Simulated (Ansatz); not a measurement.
Amorphous Si24O51Lu2, 77 atoms at 2.64 g/cm³, one PBE-relaxed geometry, zone centre. Methods: PBE, scalar-relativistic without spin-orbit coupling (Ansatz, a first-principles code); r2SCAN, scalar-relativistic without spin-orbit coupling (Ansatz); HSE06, scalar-relativistic without spin-orbit coupling (Ansatz). Plane waves to 420 eV (r2SCAN 500 eV); exact exchange is cut at the cell's faces. At PBE the levels at the filled edge of the gap are localised (band-tail or defect states), and the nearest spread-out levels lie 5.1 eV apart at the zone centre. All rungs ran without spin polarisation.

A CHGNet melt-quench gave the starting glass, which DFT then relaxed. O atoms were pushed apart under 1.9 Å during the dynamics, to hinder bonds among them. The hot cell started wider than the set density and was brought back towards it in steps. It is the lowest in DFT energy of 2 quenches. It is a model cell: composition and starting density were chosen by hand, and all elements were melted together. No dispersion term was used. Its density started from a set value of 2.64 and ended at 2.64 g/cm³. The simulated quench (nominally 400 K/ps over its main leg) is rapid and tends to freeze in more defects than a deposited or slowly cooled glass has. A cell of this size samples the disorder only roughly. The volume was held where the preparation left it and the shape relaxed, at a PBE pressure of -0.7 GPa (tension). Stress components on the final sampling reach 0.8 GPa.

The relaxation ran on the zone centre alone. At PBE the level gap is 4.10 eV on a 2×2×2 Γ-centred mesh, and the spacing at the zone centre alone 4.10 eV.

What zone-centre spacing does r2SCAN give, roughly?

4.69 eV (+0.59 eV against PBE).

What zone-centre spacing does HSE06 give, roughly?

5.83 eV (+1.73 eV against PBE).

The highest filled and the lowest empty state spread over these numbers of atoms (participation numbers): PBE: 2.7 and 43.4; r2SCAN: 2.7 and 35.3; HSE06: 2.6 and 44.7.
